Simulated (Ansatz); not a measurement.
Start from AlRu in the CsCl type structure (space group Pm-3m, No. 221; relaxed with 0.1 eV smearing).

```
AlRu
1.0
    2.95452     0.00000     0.00000
    0.00000     2.95452     0.00000
    0.00000     0.00000     2.95452
Al Ru
1 1
Direct
  0.50000   0.50000   0.50000
  0.00000   0.00000   0.00000
```

Calculations: Kohn–Sham DFT with the LDA functional, run in Ansatz (a program for electronic structure) with PAW and 420 eV plane waves, no spin-orbit coupling.

Base values:

| Property | Result |
|---|---|
| Pressure | 0.0 GPa |

Perturbation: an isotropic linear strain of +2.50 %, atoms relaxed at fixed cell.

Predict the new energy relative to the base.

The energy increases by 48 meV/atom.

Estimate the effect on the pressure.

The pressure goes from zero to -14.5 GPa.

No phonon test of stability was made. All final runs are without spin polarisation.
